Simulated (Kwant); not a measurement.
Model system: wire with a row of barriers in a InAs two-dimensional gas. Effective mass 0.023 mₑ, grid spacing 4.2 nm, hard walls, nominal width 120 nm (29 grid rows, so walls 126 nm apart), one parabolic valley, scattering region 420 nm long along x; energies count from the band bottom; Fermi energy swept from 0.0013079 to 0.015532 eV. 3 barrier(s) across the wire, height 0.14 eV, thickness 12.6 nm (about 3 grid columns), spaced by 50.4 nm.

Constants are typed, rounded textbook-type inputs, not results; the design itself was drawn at random and stands for no fabricated device.

Model: effective-mass tight-binding model on a square grid, one spin, coherent transport at 0 K (Kwant). Conductance is in e²/h.

Task: How many channels do the leads carry at E = 7.21, 10.1, 13.8 meV?

Result: The hard-wall thresholds are n² ħ²π²/(2mW²) = n² × 1.03 meV with W = 126 nm. √(7.21/1.03) = 2.65, so 2. √(10.1/1.03) = 3.13, so 3. √(13.8/1.03) = 3.66, so 3.
